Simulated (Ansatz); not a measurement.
**Bulk modulus of GaGeO3 (model structure, started from the PbTiO3 type, P4mm, No. 99, 5 atoms in the cell) at several levels of theory**

No measured value is used here.

```tsv
level (code)	value (GPa)	cell (Å³/atom)
LDA (Ansatz)	128	11.18
PBEsol (Ansatz)	___	11.58
r²SCAN (Ansatz)	119	11.58
```

Question: What belongs in the gaps?

Answer: 
- PBEsol (Ansatz, an electronic-structure program), value (GPa): 115

LDA, PBEsol, r²SCAN: the bulk modulus is −V dP/dV from two relaxed cells at ±2 % in volume. Each level is taken at its own relaxed cell. Cutoffs differ between the levels. Ansatz's density-functional and Hartree–Fock values are scalar-relativistic unless marked +SOC, with PAW data made under PBE.

A model structure was made by putting elements into a prototype or built by hand; it is no filed structure, need not be a known phase, and can be a saddle point held by its symmetry.
